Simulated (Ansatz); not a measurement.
The parent structure is Li2S in the anti-fluorite structure (space group Fm-3m, No. 225; a = 5.655 Å). Axes: x, y, z lie along the cube axes.

Calculations: Kohn–Sham DFT with the PBEsol functional, run in Ansatz (a quantum-chemistry and plane-wave program) with PAW and 420 eV plane waves, no spin-orbit coupling.

Strains are applied to the cell and any free atomic positions relax; under biaxial strain the out-of-plane vector relaxes too.

One change was made to it. Results:

| quantity | base | after |
|---|---|---|
| pressure (mean of the normal stresses, compression positive) | 0.0 kbar | 18.2 kbar |
| energy relative to the base (free energy F) | 0 meV/atom | +6.2 meV/atom |
| electron mass | 0.62 mₑ along k, 0.33 mₑ across (at X) | 0.61 mₑ along k, 0.32 mₑ across (at X) |

### Question
Which of these changes matches the shifts?
A) biaxial strain −1.67 %, plane normal [111], relaxed out of plane
B) biaxial strain −2.50 %, plane normal [111], relaxed out of plane
C) biaxial strain −1.25 %, plane normal [111], relaxed out of plane

### Answer
B, biaxial strain −2.50 %, plane normal [111], relaxed out of plane. For comparison, the energy relative to the base in the other runs: biaxial strain −1.25 %, plane normal [111], relaxed out of plane gives +1.5 meV/atom; biaxial strain −1.67 %, plane normal [111], relaxed out of plane gives +2.7 meV/atom.

The levels and masses belong to the bands next to the band gap. Masses are band curvatures over ±0.01 Å⁻¹ around the edge. Along k means along the line from Γ to the band edge. Whether these cells are dynamically stable was not tested.
